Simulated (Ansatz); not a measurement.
The reference is GaP in the zinc blende structure (space group F-43m, No. 216; a = 5.439 Å). Axes: x, y, z lie along the cube axes.

Method: Ansatz (a program for electronic structure) PBEsol, spin-orbit coupling left out.

One thing is altered: the cell is scaled by 0.9950 in all directions; the atoms relax in the strained cell.

Q: Predict the stress tensor and what it implies for the stiffness.

A: Stress of the strained cell less that of the base (GPa, compression positive):
```
   1.32    0.00    0.00
   0.00    1.32    0.00
   0.00    0.00    1.32
```

Then B = −ΔP/(ΔV/V₀) with ΔV/V₀ = -0.0149 gives secant stiffness values (nonlinear terms included at this strain): B ≈ 89 GPa.

Whether these cells are dynamically stable was not tested.
